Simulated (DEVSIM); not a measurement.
InP p-i-n diode

System: InP p-i-n diode, at 300 K.

| layer (left to right) | material | thickness (μm) | Nd (cm⁻³) | Na (cm⁻³) | τn (s) | τp (s) |
|---|---|---|---|---|---|---|
| 1 | InP | 0.640 | - | 8.1e16 | 2.1e-8 | 2.1e-8 |
| 2 | InP | 0.420 | 7.7e11 | - | 2.1e-8 | 2.1e-8 |
| 3 | InP | 0.560 | 1.2e17 | - | 2.1e-8 | 2.1e-8 |

Left contact: ohmic. Right contact: ohmic. Voltage is applied to the left contact. Recombination: SRH at mid-gap, radiative. Mobility is μmin + (μ − μmin)/(1 + (N/Nref)^α).

This is a model device: material constants are rounded textbook-type values typed into the input, and sizes, dopings and lifetimes were drawn at random. Values at 300 K.

| parameter | InP |
|---|---|
| gap (eV) | 1.344 |
| affinity (eV) | 4.38 |
| permittivity | 12.5 |
| Nc (cm⁻³) | 5.7e17 |
| Nv (cm⁻³) | 1.1e19 |
| μn (cm²/Vs) | 5200 |
| μp (cm²/Vs) | 170 |
| μn,min | 400 |
| μp,min | 10 |
| Nref,n | 3e17 |
| Nref,p | 4.9e17 |
| αn | 0.47 |
| αp | 0.62 |
| B (cm³/s) | 1.2e-10 |

Simulated with DEVSIM: 1D drift-diffusion, Boltzmann statistics, complete ionisation; no tunnelling, impact ionisation, image-force lowering or self-heating.

```json
{
  "potential_step_across_the_device_at_zero_bias": "1.177 V",
  "Dark forward voltage at 1 A/cm²": "0.910 V",
  "Dark forward voltage at 100 A/cm²": "1.032 V"
}
```

Dark reverse current:

| V (V) | J (A/cm²) |
|---|---|
| -0.04 | -1.2e-10 |
| -0.10 | -2.4e-10 |
| -0.20 | -3.9e-10 |
| -0.30 | -5.1e-10 |
| -0.40 | -6.2e-10 |
| -0.60 | -8.1e-10 |
| -0.80 | -9.6e-10 |
| -1.00 | -1.1e-9 |
| -1.30 | -1.2e-9 |
| -1.60 | -1.4e-9 |
| -2.00 | -1.5e-9 |

Dark forward current:

```tsv
V (V)	J (A/cm²)
0.05	3.0e-10
0.10	1.1e-9
0.15	3.1e-9
0.20	8.9e-9
0.25	2.5e-8
0.30	7.0e-8
0.35	2.0e-7
0.40	5.6e-7
0.45	1.6e-6
0.50	4.6e-6
0.55	1.4e-5
0.60	4.4e-5
0.65	0.00015
0.70	0.00061
0.75	0.0030
0.80	0.017
0.85	0.10
0.90	0.67
0.95	4.5
1.00	30
1.05	200
1.10	1200
1.15	5400
```
